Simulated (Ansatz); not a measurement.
## TaTlO3 in the cubic perovskite structure (space group Pm-3m, No. 221; a cell from a computed database, its experimental status unchecked)

Space group Pm-3m (No. 221); a = b = c = 4.0336 Å, α = β = γ = 90.00°

```csv
atom,site,symmetry,x,y,z
Ta,1b,m-3m,0.5000,0.5000,0.5000
Tl,1a,m-3m,0.0000,0.0000,0.0000
O,3c,4/mm.m,0.0000,0.5000,0.5000
```

Method: PBEsol in Ansatz (plane waves to 420 eV, PAW, scalar-relativistic without spin-orbit coupling). Settings: 8×8×8 k-points, 0.05 eV Fermi–Dirac smearing.

```json
{
 "volume_per_atom": "13.12 Å³",
 "density": "10.96 g/cm³",
 "band_gap": "0.61 eV, direct at X",
 "hole_mass": "0.22 mₑ along k, 1.0 mₑ across",
 "Lowest conduction-band minima above the VBM": "X along ⟨100⟩ 0.61 eV",
 "total_energy": "-4557.628 eV/atom (σ→0; compares only within this code and set-up)"
}
```

With Ta and Tl present, leaving out spin-orbit coupling can change the band edges. Masses are band curvatures over ±0.01 Å⁻¹ around the edge. Along k means along the line from Γ to the band edge. Stability against distortions was not tested. Many cubic perovskites are stable only at high temperature; tilts and polar distortions were not tested.

Ansatz is a program for electronic structure.
